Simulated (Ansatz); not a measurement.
Consider Sb (space group R-3m, No. 166; a = 4.326 Å, c = 11.339 Å (hexagonal axes); layered; relaxed with 0.1 eV smearing). Axes: x lies along a and z along c of the hexagonal cell.

Computed with r2SCAN+rVV10 (Ansatz, a first-principles code), scalar-relativistic without spin-orbit coupling.

Perturbation: uniaxial strain ε_yy = +4.19 %, all other strain components held at zero; the atoms relax in the strained cell.

**Question.** Predict the stress tensor and what it implies for the stiffness.

**Answer.** Stress of the strained cell less that of the base (GPa, compression positive):
```
   -1.1     0.0     0.0
    0.0    -3.6    -0.6
    0.0    -0.6    -0.8
```

Then −Δσ_ii/ε with ε = 0.0419 gives secant stiffness values (nonlinear terms included at this strain): C22 ≈ 86 GPa, C12 ≈ 26 GPa and C23 ≈ 19 GPa.

As a check, the harmonic strain energy −½ V₀ Δσ:ε is 14 meV/atom; the computed energy rise is 15 meV/atom.

Whether these cells are dynamically stable was not tested.
